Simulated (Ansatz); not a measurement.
The reference is YN in the rock salt structure (space group Fm-3m, No. 225; a = 4.896 Å). Axes: x, y, z lie along the cube axes.

The values are results of DFT with r2SCAN, PAW potentials and a 500 eV plane-wave cutoff in Ansatz (an electronic-structure program), scalar-relativistic without spin-orbit coupling, not measurements.

For the base:

- Valley order = X along ⟨100⟩ 0.58 eV

Now apply this change: the cell is compressed by 2.00 % along z with no lateral relaxation, atoms relaxed at fixed cell.

Question: What does the calculation give for the valley order after the change?

Answer: The valley order (the lowest conduction-band minima on the path, energy above the VBM, named in the base's zone) changes from X along ⟨100⟩ 0.58 eV to X along [001] 0.44 eV; X along [100] 0.50 eV.

Question: Predict the new hole mass.

Answer: The hole mass amounts to 0.17 mₑ along z, 1.1 mₑ across (at Γ).

Question: How does this affect the stress?

Answer: The stress (xx, yy, zz, yz, xz, xy; compression positive) comes out as (1.80, 1.80, 7.60, 0.00, 0.00, 0.00) GPa.

The levels and masses belong to the bands next to the band gap. The cells carry an imposed strain or load. Effective masses come from finite differences of ±0.01 Å⁻¹. Stability against distortions was not tested.
